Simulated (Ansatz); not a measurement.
Nb2Pd3Se8 (Pbam, No. 55, 26 atoms in the cell; start mp-504898)

All values below come from LDA (Ansatz, a program for electronic structure, PAW).

Run with plane-wave cutoff 520 eV, 4×4×10 k mesh (along the axes of the cell as run), Fermi–Dirac smearing 0.01 eV, no spin polarisation, scalar-relativistic PAW data made under PBE.

Cell (relaxed with PBEsol):

```
Nb2Pd3Se8
1.0
   10.77400     0.00000     0.00000
    0.00000    15.06704     0.00000
    0.00000     0.00000     3.54400
Nb Pd Se
4 6 16
Direct
  0.79740   0.87989   0.50000
  0.20260   0.12011   0.50000
  0.29740   0.62011   0.50000
  0.70260   0.37989   0.50000
  0.00000   0.00000   0.00000
  0.50000   0.50000   0.00000
  0.63514   0.77811   0.00000
  0.36486   0.22189   0.00000
  0.13514   0.72189   0.00000
  0.86486   0.27811   0.00000
  0.77338   0.00562   0.00000
  0.22662   0.99438   0.00000
  0.27338   0.49438   0.00000
  0.72662   0.50562   0.00000
  0.96650   0.84111   0.00000
  0.03350   0.15889   0.00000
  0.46650   0.65889   0.00000
  0.53350   0.34111   0.00000
  0.76456   0.71199   0.50000
  0.23544   0.28801   0.50000
  0.26456   0.78801   0.50000
  0.73544   0.21199   0.50000
  0.55962   0.87797   0.50000
  0.44038   0.12203   0.50000
  0.05962   0.62203   0.50000
  0.94038   0.37797   0.50000
```

```yaml
band_gap: 0.43 eV
smallest_direct_gap_on_the_k_points_sampled: 0.55 eV
```

Note: cell and atoms aren't relaxed at this level (largest force component 0.17 eV/Å, pressure -2.5 GPa).

Spin–orbit coupling is not included.

Computed values are for the static lattice.

A start named mp-… is a Materials Project structure, which need not be a measured phase.
